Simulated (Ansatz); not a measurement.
The reference is Ta in the bcc (W type) structure (space group Im-3m, No. 229; a = 3.2823 Å; relaxed with 0.1 eV smearing). Axes: x, y, z lie along the cube axes.

Calculations: DFT with PBEsol, PAW potentials and a 420 eV plane-wave cutoff in Ansatz (an electronic-structure program), scalar-relativistic without spin-orbit coupling, earlier PAW set.

For the base:

| Item | Value |
|---|---|
| Shortest interatomic distance | 2.843 Å |

Now apply this change: a pure shear with ε_yz = ε_zy = -0.0294; the atoms relax in the strained cell.

Q: What happens to the shortest interatomic distance?

A: The shortest interatomic distance drops by 0.0554 Å, from 2.843 Å to 2.787 Å.

Q: Predict the new energy relative to the base.

A: The energy increases by 14 meV/atom.

Q: Predict the new stress.

A: The stress (xx, yy, zz, yz, xz, xy; compression positive) is (0.7, 0.3, 0.3, 4.2, 0.0, 0.0) GPa.

No phonon test of stability was made. All final runs are without spin polarisation.
